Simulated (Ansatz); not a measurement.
The starting structures come from a database of crystals and need not be the phases stable at ambient conditions.

## Evanescent states of ScCuO2 (P6_3/mmc, not sure to be the ambient phase, 8 atoms a cell, 12.8 Å³ an atom) along the normal of (100)

All values below come from r2SCAN (plane waves, PAW; Ansatz, a program for electronic structure).

The gap is the functional's own, uncorrected, and κ follows it; spin-orbit coupling is left out. Mid-gap values are interpolated between the computed energies.

Energies count from the valence-band top; κ is the least over a 10×4 mesh across the current.

```csv
E (eV),κ (1/Å),where
0.07,0.106,Γ
0.20,0.166,Γ
0.33,0.198,Γ
0.46,0.220,Γ
0.58,0.237,Γ
0.71,[?],Γ
0.84,[?],Γ
0.97,[?],Γ
1.10,[?],Γ
1.24,[?],Γ
1.36,[?],Γ
1.50,[?],Γ
1.62,[?],Γ
1.75,[?],Γ
1.89,[?],Γ
2.02,0.240,Γ
2.15,0.224,Γ
2.27,0.200,Γ
2.40,0.164,Γ
2.54,0.085,Γ
```

Task: Some entries are withheld; supply them.

Result: 
- 0.71, κ (1/Å): 0.249
- 0.84, κ (1/Å): 0.258
- 0.97, κ (1/Å): 0.265
- 1.10, κ (1/Å): 0.270
- 1.24, κ (1/Å): 0.272
- 1.36, κ (1/Å): 0.273
- 1.50, κ (1/Å): 0.271
- 1.62, κ (1/Å): 0.267
- 1.75, κ (1/Å): 0.261
- 1.89, κ (1/Å): 0.252
